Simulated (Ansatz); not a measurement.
Start from Al in the fcc (Cu type) structure (space group Fm-3m, No. 225; a = 3.994 Å; relaxed with 0.1 eV smearing).

Structures relaxed with r2SCAN, PAW, 500 eV (Ansatz, a program for electronic structure; no SOC).

Base:

Simulated powder pattern, Mo Kα, λ = 0.71073 Å (kinematic, ideal powder, no thermal factors, no anomalous dispersion; the 8 strongest lines at most, above 2 %, up to 2θ = 40°):

```csv
2θ (°),I/Imax (%),hkl
17.73,100,(111)
20.50,50,(200)
29.15,35,(220)
34.33,41,(311)
35.91,12,(222)
```

It is then changed as follows: every lattice vector is stretched by 2.50 %, atoms relaxed at fixed cell.

### Question
Predict the new powder pattern.

### Answer

Simulated powder pattern, Mo Kα, λ = 0.71073 Å (kinematic, ideal powder, no thermal factors, no anomalous dispersion; the 8 strongest lines at most, above 2 %, up to 2θ = 40°):

| 2θ (°) | d (Å) | I/Imax (%) | hkl |
|---|---|---|---|
| 17.30 | 2.363 | 100 | (111) |
| 20.00 | 2.047 | 50 | (200) |
| 28.43 | 1.447 | 36 | (220) |
| 33.47 | 1.234 | 42 | (311) |
| 35.00 | 1.182 | 12 | (222) |

The indices refer to the base's conventional cell; one index is shown for lines that coincide.

The cells carry an imposed strain or load. Whether these cells are dynamically stable was not tested.
